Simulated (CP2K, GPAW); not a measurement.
A GPAW input for a self-consistent single point of KCrCl₃ (P4mm, 5 atoms in the cell) (DFT LDA (Perdew-Wang 92), plane waves, GPAW PAW datasets LDA (gpaw-data 1.0.1)):

```python
from ase import Atoms
from ase.units import GPa
from gpaw import GPAW

atoms = Atoms(['K', 'Cr', 'Cl', 'Cl', 'Cl'],
              cell=[[4.977920, 0.000000, 0.000000],
                    [0.000000, 4.977920, 0.000000],
                    [0.000000, 0.000000, 4.970620]],
              scaled_positions=[[0.000000, 0.000000, 0.996760],
                                [0.500000, 0.500000, 0.485070],
                                [0.500000, 0.000000, 0.485360],
                                [0.000000, 0.500000, 0.485360],
                                [0.500000, 0.500000, 0.985040]],
              pbc=True)

atoms.set_initial_magnetic_moments([0.0, 3.0, 0.0, 0.0, 0.0])

calc = GPAW(spinpol=True,
            mode={'name': 'pw', 'ecut': 800},
            xc='LDA',
            kpts=(5, 5, 5),
            occupations={'name': 'fermi-dirac', 'width': 0.136},
            nbands=-13,
            symmetry={'symmorphic': False, 'tolerance': 0.0005},
            maxiter=100)

atoms.calc = calc

energy = atoms.get_potential_energy()
print('Energy (eV):', round(energy, 6))
forces = atoms.get_forces()
print('Forces (eV/Ang):')
print(forces.round(5))
stress = atoms.get_stress()
print('Stress (GPa, Voigt):', (stress / GPa).round(4))
```

Problem. Write the same calculation as an input for CP2K.

Solution. One input that does it (others would too):

```
&GLOBAL
  PROJECT run
  RUN_TYPE ENERGY_FORCE
  PRINT_LEVEL LOW
&END GLOBAL
&FORCE_EVAL
  METHOD Quickstep
  STRESS_TENSOR ANALYTICAL
  &DFT
    BASIS_SET_FILE_NAME BASIS_MOLOPT
    POTENTIAL_FILE_NAME GTH_POTENTIALS
    UKS T
    MULTIPLICITY 5
    &QS
      METHOD GPW
      EPS_DEFAULT 1E-10
    &END QS
    &MGRID
      CUTOFF 600
      REL_CUTOFF 50
      NGRIDS 5
    &END MGRID
    &SCF
      SCF_GUESS ATOMIC
      EPS_SCF 1E-6
      MAX_SCF 100
      ADDED_MOS 8 8
      &DIAGONALIZATION
        ALGORITHM STANDARD
      &END DIAGONALIZATION
      &MIXING
        METHOD BROYDEN_MIXING
        ALPHA 0.2
        NBUFFER 10
      &END MIXING
      &SMEAR ON
        METHOD FERMI_DIRAC
        ELECTRONIC_TEMPERATURE [K] 1578.21
      &END SMEAR
    &END SCF
    &KPOINTS
      SCHEME MONKHORST-PACK 5 5 5
    &END KPOINTS
    &XC
      &XC_FUNCTIONAL PADE
      &END XC_FUNCTIONAL
    &END XC
    &PRINT
      &MO
        EIGENVALUES T
        OCCUPATION_NUMBERS T
        NDIGITS 8
        FILENAME mo
        &EACH
          QS_SCF 0
        &END EACH
        ADD_LAST NUMERIC
      &END MO
      &MULLIKEN ON
      &END MULLIKEN
    &END PRINT
  &END DFT
  &SUBSYS
    &CELL
      A 4.97792000 0.00000000 0.00000000
      B 0.00000000 4.97792000 0.00000000
      C 0.00000000 0.00000000 4.97062000
      PERIODIC XYZ
    &END CELL
    &COORD
      SCALED
      K        0.00000000     0.00000000     0.99676000
      Cr       0.50000000     0.50000000     0.48507000
      Cl       0.50000000     0.00000000     0.48536000
      Cl       0.00000000     0.50000000     0.48536000
      Cl       0.50000000     0.50000000     0.98504000
    &END COORD
    &KIND K
      BASIS_SET DZVP-MOLOPT-SR-GTH-q9
      POTENTIAL GTH-PADE-q9
    &END KIND
    &KIND Cr
      BASIS_SET DZVP-MOLOPT-SR-GTH-q14
      POTENTIAL GTH-PADE-q14
      MAGNETIZATION 3
    &END KIND
    &KIND Cl
      BASIS_SET DZVP-MOLOPT-SR-GTH-q7
      POTENTIAL GTH-PADE-q7
    &END KIND
  &END SUBSYS
  &PRINT
    &FORCES ON
    &END FORCES
    &STRESS_TENSOR ON
    &END STRESS_TENSOR
  &END PRINT
&END FORCE_EVAL
```

Basis settings and potentials, where a program has them, do not carry over. This input uses DFT LDA (Pade form), GPW, DZVP-MOLOPT-SR-GTH basis, GTH-PADE potentials (GTH_POTENTIALS). LDA parametrisations can differ slightly between programs. Both were run: pressure -4.42 GPa in GPAW and -4.34 in CP2K; largest force 0.010 eV/Å in GPAW and 0.010 in CP2K; size of the net moment 0.80 μB/atom in GPAW and 0.80 in CP2K.

On GPAW: the starting cell comes from a database of computed structures (which also holds hypothetical and non-ambient phases and stackings), without a prior relaxation at this level. With one magnetic atom in the cell only a parallel order is possible. With a pressure of about -4 GPa the cell is away from its equilibrium volume at this level.

On CP2K: the starting cell comes from a database of computed structures (which also holds hypothetical and non-ambient phases and stackings), without a prior relaxation at this level. With one magnetic atom in the cell only a parallel order is possible. Values carry the incompleteness of an atom-centred basis. With a pressure of about -4 GPa the cell is away from its equilibrium volume at this level.
